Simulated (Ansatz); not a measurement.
Take BAs (space group P6_422, No. 181; a = 3.429 Å, c = 7.403 Å; a hypothetical phase, not in the database extracts checked) as the base. Axes: x lies along a and z along c of the hexagonal cell.

Perturbation: uniaxial stress, 5 GPa compression along z, with the cell and atoms free to relax against it.

Levels (all Ansatz, a first-principles code, PAW): PBEsol (420 eV, no SOC); r2SCAN (500 eV, no spin-orbit coupling).

The geometry is relaxed with PBEsol.

- PBEsol gap character = indirect, Γ → M
- PBEsol pressure = 1.67 GPa
- PBEsol band gap = 0.22 eV

Question: Predict the gap character, pressure and band gap from r2SCAN.

Answer: The gap character stays indirect, Γ → M; the pressure increases by 2.77 GPa, from 1.67 GPa to 4.44 GPa; the band gap goes up by 0.286 eV, from 0.22 eV to 0.50 eV.

Single points use the geometry relaxed with PBEsol. Their cutoffs differ, which shifts pressures a little. Load acts through the strain it causes; cell and atoms are relaxed under it. Stability under load was not tested beyond the relaxation. The base started in P3_121 and relaxed to P6_422 at this level. A zero or small gap of BAs under uniaxial stress, 5 GPa compression along z can be the functional's error rather than a property of the material.
